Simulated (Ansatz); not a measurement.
Antifluorite K2Se was calculated with HSE06 (plane waves, PAW; Ansatz, a program for electronic structure).

Settings: plane-wave cutoff 460 eV, 6×6×6 k mesh, Fermi–Dirac smearing 0.01 eV, scalar-relativistic PAW data made under PBE.

Cell (measured lattice):

Space group Fm-3m (No. 225); a = b = c = 7.6760 Å, α = β = γ = 90.00°

| atom | site | symmetry | x | y | z |
|---|---|---|---|---|---|
| K | 8c | -43m | 0.2500 | 0.2500 | 0.2500 |
| Se | 4a | m-3m | 0.0000 | 0.0000 | 0.0000 |
(The calculation used a cell of 3 atoms; values per cell refer to that cell.)

Question: Predict the band gap and smallest direct gap on the k points sampled.

Answer: 
band gap: 3.01 eV (on the SCF k mesh) (indirect)
smallest direct gap on the k points sampled: 3.13 eV

Note: cell and atoms aren't relaxed at this level.

Spin–orbit coupling is not included.

Computed values are for the static lattice.

The result took about 2.7 core-minutes (a rough figure).
